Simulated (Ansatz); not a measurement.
InP (Imm2), r2SCAN with spin-orbit coupling, rigid bands run with Ansatz (a first-principles code): Condition of this run: uniaxial stress along [110] of 2 GPa (compression positive) (the target of the relaxation). band gap 0.95 eV, N_c = 5.81e17 cm⁻³ and N_v = 9.25e18 cm⁻³ at 300 K, conductivity masses along y (a = (-0.03, 2.92, 2.99) Å; b = (2.92, -0.03, 2.99) Å; c = (2.89, 2.89, 0.00) Å) of 0.0856 mₑ (electrons) and 0.267 mₑ (holes). Take k_BT = 0.02585 eV.

Task: Find the intrinsic carrier density and the intrinsic Fermi level.

Result: n_i = √(N_c N_v) exp(−E_g/2k_BT) = 2.32e18 × exp(−18.37) = 2.4e10 cm⁻³. The level lies (k_BT/2) ln(N_v/N_c) = 36 meV from mid-gap (positive towards the conduction band). Each 0.1 eV added to the gap lowers n_i by a factor of 6.9.

Task: What thermal injection velocity √(2k_BT/πm) limits a ballistic channel along the direction named?

Result: 1.84e7 cm/s for electrons and 1.04e7 cm/s for holes, a ratio of √(m_h/m_e) = 1.77, for dilute carriers.

Task: What built-in voltage has an abrupt junction with N_A = 1e16 and N_D = 1e17 cm⁻³, all dopants ionised?

Result: V_bi = E_g/e − (k_BT/e) ln(N_c N_v/(N_A N_D)) = 0.95 − 0.02585 × 8.59 = 0.73 V. It follows the computed gap one for one.

Rigid, parabolic bands with the computed gap; masses take one relaxation time for all states.
